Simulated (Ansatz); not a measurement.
An Ansatz (a first-principles code) run: AlV2C with a change (biaxial strain +2.09 %, plane normal [001], relaxed out of plane); r2SCAN (Ansatz), no SOC.

Input:

Ansatz 0.2 input:
```yaml
crystal:
  lattice:
    - [2.9451046566, 0, 0]
    - [1.4725523283, 2.5505354494, 0]
    - [0, 0, 12.9802908358]
  atoms:
    - { symbol: Al, position: [0.3333333333, 0.3333333333, 0.75] }
    - { symbol: Al, position: [0.6666666667, 0.6666666667, 0.25] }
    - { symbol: V, position: [0.3333333333, 0.3333333333, 0.0857044266] }
    - { symbol: V, position: [0.6666666667, 0.6666666667, 0.5857044266] }
    - { symbol: V, position: [0.6666666667, 0.6666666667, 0.9142955734] }
    - { symbol: V, position: [0.3333333333, 0.3333333333, 0.4142955734] }
    - { symbol: C, position: [0, 0, 0] }
    - { symbol: C, position: [0, 0, 0.5] }
basis: { ecutwfc: 500, ecutrho_ratio: 4, xc_grid: 4, fft_grid_basis: typed }
kpoints: { mp_grid: { grid: [18, 18, 4] } }
hamiltonian:
  xc: r2scan
  dispersion: none
  pseudopotentials: { kind: paw }
scf: { occupations: { method: fermi_dirac, width: 0.05 } }
relax: { f_tol: 0.005, max_steps: 50, cell: { stress_tol: 0.01, fix: [a, b, gamma] } }
output: { forces: true, stress: true }
checkpoint: { write: state.ck, write_every: 1000 }
```

Output (explanatory and most iteration lines left out):

```
Relaxation: its limit of steps is 50 (relax.max_steps)
Pseudopotential: Al, paw, valence charge 3
Pseudopotential: V, paw, valence charge 13
Pseudopotential: C, paw, valence charge 4
Crystal: 8 atoms, lattice volume = 97.503 Å³
Basis set: ecut = 500 eV, 2531 PW (Γ), exchange–correlation on 96×96×384 points (64 copies of the dense FFT grid, shifted against one another)
Bands: 41, of which v1, the nominal top of the filled ones, is band 33 counted from 1 (32 counted from 0)
Symmetry: 24 space group operations
Space group: P63/mmc (ITA 194), of the structure as read, at distance tolerance 4.6e-5 Å
k-points: 111 of 1296
Functional: x = r2scan, c = r2scan; τ floored in thin density (d = 2e-4 eV/Å³)
SCF iter   1: F=—  HF=-13256.943256 eV  |F-HF|=—  |Δ(HF+E_count)|=         —  Δρ=2.08e-2  dr2=4.44e-1  dr2_τ=3.76e-1  ethr=1.77e-3  ⟨swp⟩=6.7  Hψ=17314  notcnv=0
SCF iter   2: F=—  HF=-13257.057466 eV  |F-HF|=—  |Δ(HF+E_count)|=   1.14e-1  Δρ=6.16e-3  dr2=2.21e-2  dr2_τ=7.27e-3  ethr=6.73e-4  ⟨swp⟩=3.6  Hψ=10163  notcnv=0  defer=39
SCF 1 converged in 8 iterations: F = -13257.061838 eV  dr2 = 2.83e-8
relax step   1: F+E_penalty+E_count = -13257.06183761 eV  Δ(F+E_penalty+E_count) = +0.000e0 eV  max|allowed force component| = 2.797e-1 eV/Å  Δτ_max = 0.0000 Å  P = -6.033 GPa  Ω = 97.503 Å³  fix = [a, b, gamma]  reactions: a -8.143, b -8.143 GPa  (8 SCF iters, dr2 threshold 1.00e-7 eV, accepted)
[... steps on the carried basis left out ...]
relax step   6: F+E_penalty+E_count = -13257.06953273 eV  Δ(F+E_penalty+E_count) = -1.413e-6 eV  max|allowed force component| = 2.089e-5 eV/Å  Δτ_max = 0.0000 Å  P = -4.713 GPa  Ω = 97.217 Å³  energy of the carried Pulay correction = +1.238e-6 eV  fix = [a, b, gamma]  reactions: a -7.069, b -7.069 GPa  (5 SCF iters, dr2 threshold 3.04e-10 eV, accepted)
Crystal: 8 atoms, lattice volume = 97.217 Å³
SCF iter   1: F=—  HF=-13257.069532 eV  |F-HF|=—  |Δ(HF+E_count)|=         —  Δρ=3.52e-7  dr2=1.43e-10  dr2_τ=1.40e-11  ethr=1.24e-7  ⟨swp⟩=3.2  Hψ=27970  notcnv=0
SCF iter   2: F=—  HF=-13257.069532 eV  |F-HF|=—  |Δ(HF+E_count)|=   1.65e-7  Δρ=1.37e-7  dr2=3.26e-11  dr2_τ=5.14e-12  ethr=1.00e-12  ⟨swp⟩=3.4  Hψ=10470  notcnv=0
SCF 7 converged in 4 iterations: F = -13257.069532 eV  dr2 = 9.68e-13
SCF converged after 4 iterations
Free energy (F): -13257.069532 eV
Internal energy: -13257.032281 eV  (E = F + TS)
E sigma→0 (E₀):  -13257.050906 eV
Entropy (-TS):   -0.037251 eV (-4.656 meV/atom)
Fermi energy:    13.505556 eV
--- Forces (eV/Å), atoms counted from 1 ---
  atom   1  Al    -0.00000000    -0.00000000     0.00000000
  atom   2  Al     0.00000000     0.00000000     0.00000000
  atom   3  V     -0.00000000    -0.00000000     0.00001662
  atom   4  V     -0.00000000     0.00000000     0.00001662
  atom   5  V      0.00000000     0.00000000    -0.00001662
  atom   6  V     -0.00000000    -0.00000000    -0.00001662
  atom   7  C      0.00000000     0.00000000     0.00000000
  atom   8  C      0.00000000     0.00000000    -0.00000000
--- Stress (GPa, compression-positive) ---
       -7.068825       0.000000       0.000000
       -0.000000      -7.068825       0.000000
        0.000000       0.000000      -0.000196
  P = ⅓ Tr σ = -4.7126 GPa (-47.126 kbar)
--- Relaxed structure (5 steps of the walk, 5 accepted, 2 SCFs on fresh bases) ---
  cell:  # Å, volume = 97.2166 Å³
    - [2.9451046565887733, -3.523781150664608e-100, 0.0]
    - [1.4725523282943866, 2.5505354494097223, 0.0]
    - [0.0, 0.0, 12.942211561822303]
  atoms:
    - { symbol: Al, position: [0.33333333333333337, 0.33333333333333326, 0.75] }
    - { symbol: Al, position: [0.6666666666666667, 0.6666666666666665, 0.24999999999999997] }
    - { symbol: V, position: [0.33333333333333337, 0.33333333333333326, 0.0848686865258971] }
    - { symbol: V, position: [0.6666666666666667, 0.6666666666666665, 0.5848686865258972] }
    - { symbol: V, position: [0.6666666666666667, 0.6666666666666665, 0.9151313134741028] }
    - { symbol: V, position: [0.33333333333333337, 0.33333333333333326, 0.41513131347410276] }
    - { symbol: C, position: [4.424360207206987e-35, -5.034053914268493e-35, 1.2364450385781981e-36] }
    - { symbol: C, position: [5.682873685774112e-35, -7.551080871402742e-35, 0.49999999999999994] }
```

Without a gap, meshes like the base's 18×18×4 leave anisotropic stresses uncertain by several tenths of a GPa, and small strain energies with them. Stability against distortions was not tested. The final runs are not spin-polarised. The cell was made from AlV$_{2}$C (space group P6_3/mmc, No. 194) by this change: biaxial strain +2.09 %, plane normal [001], relaxed out of plane.
